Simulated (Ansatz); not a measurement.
## Fermi-surface data of Sb (R-3m)

Given:

```xyz
2
Lattice="2.1622 1.2484 3.6881 -2.1622 1.2484 3.6881 0.0000 -2.4967 3.6881" Properties=species:S:1:pos:R:3 pbc="T T T"
Sb     0.0000     0.0000     2.9293
Sb     0.0000     0.0000     8.1350
```

These are r2SCAN, rigid bands (plane waves, PAW, scalar-relativistic; Ansatz, an electronic-structure program) values and carry that method's errors. Condition of this run: functional r2SCAN on the same cell. How the cell was made: cell and atoms relaxed with PBEsol.

- density of states at the Fermi level = 0.175 states/(eV·cell), both spins
- bare Sommerfeld coefficient = 0.21 mJ/(mol of atoms·K²)
- Drude plasma energy = 2.7 (x), 2.7 (y), 1.66 (z) eV
- root-mean-square Fermi velocity = 8.8e5 m/s
- resistivity times τ = 65 (x), 65 (y), 178 (z) ×10⁻²² Ω·m·s

A metal at this level (no band gap); rigid bands, thermally averaged at 300 K, both spins. Spin-orbit coupling is left out. τ is one relaxation time for all states.
